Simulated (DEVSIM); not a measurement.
System: abrupt Si n-p junction, at 250 K.

Layer 1 from the left is Si, thickness (μm) 14.0, Nd (cm⁻³) 6.7e17, τn (s) 7.7e-6, τp (s) 7.7e-6. Layer 2 from the left is Si, thickness (μm) 1.20, Na (cm⁻³) 3.9e17, τn (s) 7.7e-6, τp (s) 7.7e-6.

Left contact: ohmic. Right contact: ohmic. Voltage is applied to the left contact. Recombination: SRH at mid-gap, radiative. Mobility is μmin + (μ − μmin)/(1 + (N/Nref)^α).

This is a model device: material constants are rounded textbook-type values typed into the input, and sizes, dopings and lifetimes were drawn at random. Values at 300 K; Nc and Nv go as T^1.5, mobilities as T to minus their exponent, the gap by Varshni's rule with the affinity fixed.

Si: gap (eV) 1.124, affinity (eV) 4.05, permittivity 11.7, Nc (cm⁻³) 2.86e19, Nv (cm⁻³) 3.1e19, μn (cm²/Vs) 1417, μp (cm²/Vs) 470, μn,min 52, μp,min 45, Nref,n 9.7e16, Nref,p 2.2e17, αn 0.68, αp 0.72, T exponent of μn 2.3, T exponent of μp 2.2, B (cm³/s) 4.7e-15, Varshni α (eV/K) 0.000473, Varshni β (K) 636.

**Question.** Estimate by hand the built-in potential, the peak field at zero bias, and compare with a numerical solution.

**Answer.** 
- Built-in potential: ni = √(Nc Nv) exp(−Eg/2kT) = 8.01e7 cm⁻³ with Eg = 1.136 eV; Vbi = kT/q ln(Na Nd/ni²) = 0.973 V; numerical 0.973 V.
- Peak field at zero bias: depletion approximation: W = √(2εVbi/(qN)) = 0.0714 μm with N = 2.47e17 cm⁻³; field = 2Vbi/W = 272000 V/cm; numerical 266000 V/cm (estimate above by 2.3 %).

Model (solved in DEVSIM): 1D drift-diffusion, Boltzmann statistics, complete ionisation; no tunnelling, impact ionisation, image-force lowering or self-heating.
